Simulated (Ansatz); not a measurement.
Start from FeO in the rock salt structure (space group Fm-3m, No. 225; ferromagnetic; relaxed with 0.1 eV smearing).

```yaml
crystal:
  lattice:
    - [0.00000, 2.13296, 2.13296]
    - [2.13296, 0.00000, 2.13296]
    - [2.13296, 2.13296, 0.00000]
  atoms:
    - { symbol: O, position: [0.00000, 0.00000, 0.00000] }
    - { symbol: Fe, position: [0.50000, 0.50000, 0.50000] }
```

Cartesian axes are those of the cell as printed.

All numbers come from plane-wave PAW DFT at the r2SCAN level (Ansatz, an electronic-structure program, 500 eV), without spin-orbit coupling.

For the base:

| Quantity | Result |
|---|---|
| Pressure | 0.0 GPa |

The change: uniaxial strain ε_yy = +1.32 %, all other strain components held at zero, atoms relaxed at fixed cell.

Problem. How does this affect the energy relative to the base?

Solution. The energy grows by 1.5 meV/atom.

Problem. How does this affect the pressure?

Solution. The pressure (mean of the normal stresses, compression positive) goes from zero to -2.6 GPa.

No phonon test of stability was made. No Hubbard U is applied and the magnetic state is the run's own (FeO ferromagnetic); small cells can't hold the antiferromagnetic order that many such compounds have, so gaps and moments can be off. In its common phase, real FeO is an antiferromagnetic insulator at low temperature.
